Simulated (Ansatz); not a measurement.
The starting structures come from a database of crystals and need not be the phases stable at ambient conditions.

By PBEsol, the system below comes out a metal.

Crystal: GeAs (I4mm, not sure to be the ambient phase, 2 atoms a cell, 21.1 Å³ an atom, -4 GPa at this level); planes in its conventional cell.

Level of theory: PBEsol (plane waves, PAW; Ansatz, an electronic-structure program).

Ballistic conductance counts the channels of both spins, as a mean over 0.1 eV about the Fermi level; spin-orbit coupling is left out.

| plane | area (Å²) | G/A (10¹⁵ S/m²) |
|---|---|---|
| (110) | 16.0 | 0.75 |
| (001) | 13.9 | [?] |

**Question.** Complete the blanks.

**Answer.** 
- (001), G/A (10¹⁵ S/m²): 0.25
